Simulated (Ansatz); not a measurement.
The starting structures come from a database of crystals and need not be the phases stable at ambient conditions.

 Where the default PAW files enter, the runs use the earlier of Ansatz's two default sets.

Inside the gap of an insulator the Bloch states are evanescent, with a wavenumber k + iκ along the transport direction.

```xyz
15
Lattice="5.8783 0.0000 0.0000 2.0381 5.5136 0.0000 -2.0381 -1.4195 5.3278" Properties=species:S:1:pos:R:3 pbc="T T T"
K      0.8048     0.5605     3.8062
K      5.0735     3.5336     1.5215
H      2.1880     1.1282     1.0780
H      3.6903     2.9660     4.2498
H      3.8942     0.8933     3.9601
H      1.9841     3.2009     1.3677
H      1.8168     3.4801     3.4451
H      4.0614     0.6140     1.8827
Pb     0.0000     0.0000     0.0000
O      1.2506     1.4461     1.1255
O      4.6277     2.6480     4.2023
O      3.6029     0.0015     3.6406
O      2.2754     4.0926     1.6871
O      1.7900     3.1795     4.3890
O      4.0882     0.9146     0.9388
```

Space group of this cell: R-3. The cell is taken as given; by PBEsol its mean pressure is -2.8 GPa.

Transport runs along the normal of the first two printed cell vectors, the (101) plane of the conventional cell.

The gap is the functional's own. No spin-orbit coupling. Mid-gap values are interpolated on the energy grid.

Problem. State the band gap and the smallest decay constant κ at mid-gap according to Ansatz (an electronic-structure program) with PBEsol.

Solution. Gap 2.06 eV on a 6×6×6 mesh; κ = 0.283 1/Å, at the zone centre.
